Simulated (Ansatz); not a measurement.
Element substitutions in BAs

Start from BAs in the zinc blende structure (space group F-43m, No. 216; a = 4.784 Å).

Each row replaces one element on all its sites; cell and atoms are relaxed.

Computed with plane-wave PAW DFT at the r2SCAN level (Ansatz, an electronic-structure program, 500 eV), spin-orbit coupling left out.

Notes on the quantities. hole mass: degenerate bands, along [100].

```json
[
 {"case": "base", "volume per atom": "13.69 Å³", "gap character": "indirect, Γ → Γ–X (76 % along)", "hole mass": "0.21, 0.22, 0.22 mₑ (at Γ)"},
 {"case": "As → N", "volume per atom": "5.88 Å³", "gap character": "indirect, Γ → X", "hole mass": "0.48, 0.51, 0.51 mₑ (at Γ)"},
 {"case": "B → Ga", "volume per atom": "22.75 Å³", "gap character": "direct at Γ", "hole mass": "0.050, 0.34, 0.34 mₑ (at Γ)"},
 {"case": "As → Br", "volume per atom": "28.17 Å³", "gap character": "indirect, W → X", "hole mass": "0.65 mₑ (at W)"}
]
```

Effective masses come from finite differences of ±0.01 Å⁻¹. Stability against distortions was not tested. As relaxed here, BBr is a hypothetical phase, not in the database extracts checked.
